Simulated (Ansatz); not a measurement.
For SiNF (model structure, P3m1, No. 156, 3 atoms in the cell), PBE in Ansatz (plane waves, PAW) gives:

| Item | Value |
|---|---|
| equilibrium lattice constant a | 2.920 Å |
| lattice parameter c | 5.254 Å |
| cohesive energy | 5.51 eV/atom |
| band gap | 4.93 eV |

Task: What does r²SCAN+rVV10 in Ansatz (PAW) give for the same quantities?

Result: 
- lattice constant a: 2.895 Å (shrinks by 0.9 %)
- lattice parameter c: 4.655 Å (falls by 11 %)
- cohesive energy: 5.61 eV/atom (grows by 0.10 eV/atom)
- band gap: 5.58 eV (rises by 0.65 eV)

Changes are worked out from the printed values.

Unless a cell is named, each level is at its own relaxed cell (PBE 12.93, r²SCAN+rVV10 11.26 Å³/atom).

Density-functional gaps are differences of (generalised) Kohn–Sham levels.

Ansatz's density-functional and Hartree–Fock values are scalar-relativistic unless marked +SOC, with PAW data made under PBE.

A model structure was made by putting elements into a prototype or built by hand; it is no filed structure, need not be a known phase, and can be a saddle point held by its symmetry.

Ansatz is a quantum-chemistry and plane-wave program.
